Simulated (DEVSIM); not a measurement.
System: Al/SiO2/p-GaAs capacitor, at 300 K.

```tsv
layer (left to right)	material	thickness (nm)	Na (cm⁻³)
1	SiO2	8.60	-
2	GaAs	10000	3.8e15
```

Metal gate on the left, work function 4.1 eV. Fixed charge at the semiconductor interface -9.8e10 cm⁻² (in units of +e); interface traps 1.4e10 cm⁻² eV⁻¹, uniform in energy, neutral level at 0.5 of the gap above the valence band.

The device is made up for the run: typed textbook-type constants, with dimensions and the other settings drawn at random. Values at 300 K.

| parameter | SiO2 | GaAs |
|---|---|---|
| gap (eV) | 9 | 1.424 |
| affinity (eV) | 0.9 | 4.07 |
| permittivity | 3.9 | 12.9 |
| Nc (cm⁻³) | - | 4.7e17 |
| Nv (cm⁻³) | - | 9e18 |

Simulated with DEVSIM: 1D Poisson equation in equilibrium, Boltzmann statistics, complete ionisation; no quantum confinement or tunnelling. Metal contacts follow the ideal Schottky-Mott rule: no Fermi-level pinning, no interface dipoles.

**Question.** Tabulate band edges, carrier densities and field at -0.4 V on the gate.

**Answer.** Energies count from the Fermi level of the right contact; mesh points crowd at the junctions.

| x (μm) | Ec (eV) | Ev (eV) | n (cm⁻³) | p (cm⁻³) | field (V/cm) |
|---|---|---|---|---|---|
| 0.000 | 3.600 | -5.400 | < 1e2 | < 1e2 | 130000 |
| 0.001438 | 3.619 | -5.381 | < 1e2 | < 1e2 | 130000 |
| 0.004160 | 3.656 | -5.344 | < 1e2 | < 1e2 | 130000 |
| 0.007011 | 3.694 | -5.306 | < 1e2 | < 1e2 | 130000 |
| 0.008911 | 0.546 | -0.878 | 3.2e8 | 16000 | 26000 |
| 0.01099 | 0.551 | -0.873 | 2.6e8 | 20000 | 26000 |
| 0.01601 | 0.564 | -0.860 | 1.6e8 | 32000 | 26000 |
| 0.03551 | 0.614 | -0.810 | 2.3e7 | 220000 | 25000 |
| 0.07519 | 0.709 | -0.715 | 580000 | 8700000 | 23000 |
| 0.1710 | 0.903 | -0.521 | 320 | 1.6e10 | 18000 |
| 0.4022 | 1.171 | -0.253 | < 1e2 | 5.0e14 | 5600 |
| 1.300 | 1.223 | -0.201 | < 1e2 | 3.8e15 | ≈ 0 |
| 3.128 | 1.223 | -0.201 | < 1e2 | 3.8e15 | ≈ 0 |
| 6.680 | 1.223 | -0.201 | < 1e2 | 3.8e15 | ≈ 0 |
| 8.993 | 1.223 | -0.201 | < 1e2 | 3.8e15 | ≈ 0 |
| 9.588 | 1.223 | -0.201 | < 1e2 | 3.8e15 | ≈ 0 |
| 9.835 | 1.223 | -0.201 | < 1e2 | 3.8e15 | ≈ 0 |
| 9.938 | 1.223 | -0.201 | < 1e2 | 3.8e15 | ≈ 0 |
| 9.988 | 1.223 | -0.201 | < 1e2 | 3.8e15 | ≈ 0 |
| 10.00 | 1.223 | -0.201 | < 1e2 | 3.8e15 | ≈ 0 |
| 10.01 | 1.223 | -0.201 | < 1e2 | 3.8e15 | ≈ 0 |
| 10.01 | 1.223 | -0.201 | < 1e2 | 3.8e15 | ≈ 0 |
